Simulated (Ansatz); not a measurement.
The parent structure is MgO in the rock salt structure (space group Fm-3m, No. 225; a = 4.159 Å). Axes: x, y, z lie along the cube axes.

Method: LDA (Ansatz, a quantum-chemistry and plane-wave program, PAW, no spin-orbit coupling).

Now apply this change: an isotropic linear strain of +0.50 %; the atoms relax in the strained cell.

Task: Predict the stress tensor and what it implies for the stiffness.

Result: Stress of the strained cell less that of the base (GPa, compression positive):
```
  -2.50    0.00    0.00
   0.00   -2.50    0.00
   0.00    0.00   -2.50
```

Then B = −ΔP/(ΔV/V₀) with ΔV/V₀ = 0.0151 gives secant stiffness values (nonlinear terms included at this strain): B ≈ 166 GPa.

Whether these cells are dynamically stable was not tested.
